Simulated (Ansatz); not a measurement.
Consider Mg$_{2}$Sn (space group Fm-3m, No. 225; a = 6.6638 Å; relaxed with 0.1 eV smearing). Axes: x, y, z lie along the cube axes.

All numbers come from plane-wave PAW DFT at the LDA level (Ansatz, a first-principles code, 420 eV), no SOC.

Base values:

- Pressure = 0.0 GPa

The change: compressive biaxial strain of 3.00 % in the plane normal to [001], as in epitaxy on a mismatched substrate; the out-of-plane cell vector and the atoms relax.

Task: What does the calculation give for the pressure, ratio −ε⊥/ε∥ and energy relative to the base after the change?

Result: The pressure (mean of the normal stresses, compression positive) goes from zero to 2.0 GPa; the ratio −ε⊥/ε∥ comes out as 0.74; the energy goes up by 13 meV/atom.

Whether these cells are dynamically stable was not tested.
